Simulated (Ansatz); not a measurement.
The reference is BN (space group P6_422, No. 181; a = 2.5952 Å, c = 5.7967 Å; a hypothetical phase, not in the database extracts checked).

It is then changed as follows: an isotropic linear strain of −1.41 %, atoms relaxed at fixed cell.

Levels (all Ansatz, a quantum-chemistry and plane-wave program, PAW): PBEsol (420 eV, without spin-orbit coupling); r2SCAN (500 eV, no spin-orbit coupling).

The geometry is relaxed with PBEsol.

- PBEsol band gap = 3.61 eV
- PBEsol pressure = 18.03 GPa
- PBEsol gap character = indirect, Γ → M–K (10 % along)

With r2SCAN at the same geometry, the band gap goes up by 0.67 eV, from 3.61 eV to 4.28 eV; the pressure goes up by 3.75 GPa, from 18.03 GPa to 21.78 GPa; the gap character stays indirect, Γ → M–K (10 % along).

Single points use the geometry relaxed with PBEsol. Their cutoffs differ, which shifts pressures a little. Whether these cells are dynamically stable was not tested. The base started in P3_121 and relaxed to P6_422 at this level.
